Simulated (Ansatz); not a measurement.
For InP (model structure, started from the NiAs type, P6₃/mmc, No. 194, 4 atoms in the cell), PBEsol (plane waves, PAW; Ansatz, a quantum-chemistry and plane-wave program) gives:

```
Property                              Result
------------------------------  ------------
equilibrium lattice constant a       3.815 Å
lattice parameter c                  6.555 Å
cohesive energy                 3.28 eV/atom
```

Problem. What does r²SCAN+rVV10 (PAW; Ansatz) give for the same quantities?

Solution. 
- lattice constant a: 3.838 Å (grows by 0.6 %)
- lattice parameter c: 6.536 Å (decreases by 0.3 %)
- cohesive energy: 3.15 eV/atom (falls by 0.13 eV/atom)

Changes are worked out from the printed values.

Unless a cell is named, each level is at its own relaxed cell (PBEsol 20.66, r²SCAN+rVV10 20.84 Å³/atom).

Levels without +SOC leave out spin–orbit coupling, which shifts energies and cells of such heavy elements.

Ansatz's density-functional and Hartree–Fock values are scalar-relativistic unless marked +SOC, with PAW data made under PBE.

A model structure was made by putting elements into a prototype or built by hand; it is no filed structure, need not be a known phase, and can be a saddle point held by its symmetry.
